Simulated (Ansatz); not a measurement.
Base system: CsPbBr3 in the cubic perovskite structure (space group Pm-3m, No. 221; a = 5.872 Å).

Method: PBEsol (Ansatz, a quantum-chemistry and plane-wave program; PAW; 420 eV plane waves; no spin-orbit coupling).

For the base:

| Quantity | Value |
|---|---|
| Gap character | direct at R |
| Lattice parameter a | 5.872 Å |

The change: hydrostatic tension (pressure −1 GPa).

Task: Predict the new gap character and lattice parameter a.

Result: The gap character is still direct at R; the lattice parameter a rises by 0.104 Å to 5.976 Å.

Spin-orbit coupling, missing from the scalar runs, can matter with Pb. Load acts through the strain it causes; cell and atoms are relaxed under it. Whether these cells are dynamically stable was not tested. Many cubic perovskites are stable only at high temperature; tilts and polar distortions were not tested. This is not the structure that CsPbBr3 has at room temperature and ambient pressure.
